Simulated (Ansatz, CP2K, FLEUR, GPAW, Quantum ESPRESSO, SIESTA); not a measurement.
Al₂Cu (I4/mcm, 6 atoms in the cell) computed with different codes at matched settings

Self-consistent single point, at a second geometry (lattice scaled by 0.98). First geometry:

```xyz
6
Lattice="-2.9989 2.9989 2.3927 2.9989 -2.9989 2.3927 2.9989 2.9989 -2.3927" Properties=species:S:1:pos:R:3 pbc="T T T"
Al     0.9513     2.0476     2.3927
Al     2.0476     0.9513     0.0000
Al     0.9513     3.9502     0.0000
Al     2.0476    -0.9513     2.3927
Cu     0.0000     0.0000     1.1964
Cu     0.0000     0.0000     3.5891
```

Shared settings, as Ansatz (a program for electronic structure) writes them: kpoints.mp_grid.grid = 6 6 6; scf.occupations.method = gaussian; scf.occupations.width = 0.272 eV. Potentials and cutoffs stand in the table.

```
code                                                                                                                                model  ΔF from the first geometry (meV/atom)  pressure (GPa)  largest force (eV/Å)           cutoff
----------------  -----------------------------------------------------------------------------------------------------------------------  -------------------------------------  --------------  --------------------  ---------------
Quantum ESPRESSO                                                                                PBE, PSlibrary PAW (PBE) pseudopotentials                                   43.1           12.10                 0.088            50 Ry
SIESTA            GGA PBE, numerical atomic orbitals TZP, PseudoDojo PBE standard norm-conserving potentials (rewritten from UPF to PSML)                                   46.2           13.01                 0.141      grid 350 Ry
FLEUR                                                                        PBE, all-electron FLAPW (FLEUR), scalar-relativistic valence                                      –               –                 0.090  Kmax 4.2 1/bohr
Ansatz                                                                                                             PBE, default PAW files                                   42.9           12.39                 0.087          default
CP2K                                                              PBE, GPW, DZVP-MOLOPT-SR-GTH basis, GTH-PBE potentials (GTH_POTENTIALS)                                   46.4           13.12                 0.122      grid 600 Ry
GPAW                                                                                         PBE, GPAW PAW datasets PBE (gpaw-data 1.0.1)                                   46.8           13.00                 0.107           800 eV
```

A dash marks a value that a program does not give, or that is left out as unsure.

On Ansatz's run: spin polarisation is off.

The spread over the programs that give each value: ΔF from the first geometry within 3.9 meV/atom; pressure within 1.02 GPa; largest force within 0.054 eV/Å.

SIESTA and CP2K use small atom-centred bases, whose incompleteness enters pressures, forces and empty levels differently from a plane-wave cutoff. FLEUR treats all electrons, but the usual bases taken here (sphere radii, linearisation, local orbitals, empty states) were not tested for convergence, so the values are no reference for the others. Ansatz's pressure is given at a fixed set of plane waves, as the other plane-wave codes print theirs; with its correction for the finite basis it is 12.47 GPa.

The starting cell comes from a database of computed structures (which also holds hypothetical and non-ambient phases and stackings), without a prior relaxation at this level. For this run, on top of that: lattice scaled by 0.98.

Left out of this page: ABINIT (with a known weakness of the program); Elk (not drawn, or without a comparable value).

Keys are those of Ansatz 0.2.
